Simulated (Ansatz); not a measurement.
Candidates (primitive cells; geometry: cell and atoms relaxed with PBEsol):
A. GaN (P6_3mc), a = b = 3.183 Å, c = 5.185 Å, α = β = 90.00°, γ = 120.00°
B. SiO2 (P3_121), a = 4.949 Å, b = 4.949 Å, c = 5.441 Å, α = 90.00°, β = 90.00°, γ = 120.00°
C. BP (F-43m), a = b = c = 3.1963 Å, α = β = γ = 60.00°
D. La2O3 (P-3m1), a = b = 3.906 Å, c = 6.040 Å, α = β = 90.00°, γ = 120.00°
E. YN (Fm-3m), a = 3.434 Å, b = 3.434 Å, c = 3.434 Å, α = 60.00°, β = 60.00°, γ = 60.00°

Problem. Rank these by hole conductivity mass (highest first), as r2SCAN, rigid bands (Ansatz, a quantum-chemistry and plane-wave program) gives it.

Solution. B (4.9 mₑ), D (2.2 mₑ), A (1.51 mₑ), E (0.51 mₑ), C (0.36 mₑ)

Masses are for dilute carriers at 300 K, harmonic means over directions unless an axis is named. Spin-orbit coupling is left out.
